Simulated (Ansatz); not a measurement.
Input:

End structure of a constructed model of the (110) surface of bcc Mo, a pseudomorphic layer of Cu in the host's stacking (bottom of the slab: a bare face, its two planes held):

```xyz
7
Lattice="2.7373 0.0000 0.0000 -0.9124 2.5808 0.0000 0.0000 0.0000 30.0000" Properties=species:S:1:pos:R:3 pbc="T T T"
Mo     0.9124     1.2904     8.1492
Mo     0.0000     0.0000    10.3842
Mo     0.9124     1.2904    12.6201
Mo     0.0000     0.0000    14.8570
Mo     0.9124     1.2904    17.0972
Mo     0.0000     0.0000    19.2909
Cu     0.9124     1.2904    21.3425
```

Slab: 7 atoms, 13.7 Å thick at the start with caps and adatoms (thin: gaps and levels are the slab's own); k 14x14x1, smearing 0.1 eV, dipole-corrected; single point; on the structure that PBE left under its start's symmetry; no spin, no spin-orbit, no U. It is one candidate, not shown to be the stable structure of the face.

Problem. What work function of the top face does r2SCAN, at the PBE geometry (Ansatz, an electronic-structure program) give?

Solution. 4.30 eV
